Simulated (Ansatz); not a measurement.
Start from Pt in the fcc (Cu type) structure (space group Fm-3m, No. 225; a = 3.9721 Å; relaxed with 0.1 eV smearing).

All numbers come from Ansatz (a program for electronic structure), PBE, PAW, cutoff 420 eV, no spin-orbit coupling.

For the base:

* **Pressure**: 0.0 GPa
* **Band gap**: zero

One thing is altered: an isotropic linear strain of −2.00 %; the atoms relax in the strained cell.

Q: How does this affect the energy relative to the base?

A: The energy grows by 47 meV/atom.

Q: What happens to the pressure?

A: The pressure goes from zero to 17.6 GPa.

Q: How does this affect the band gap?

A: The band gap stays zero.

No phonon test of stability was made. The final runs are not spin-polarised.
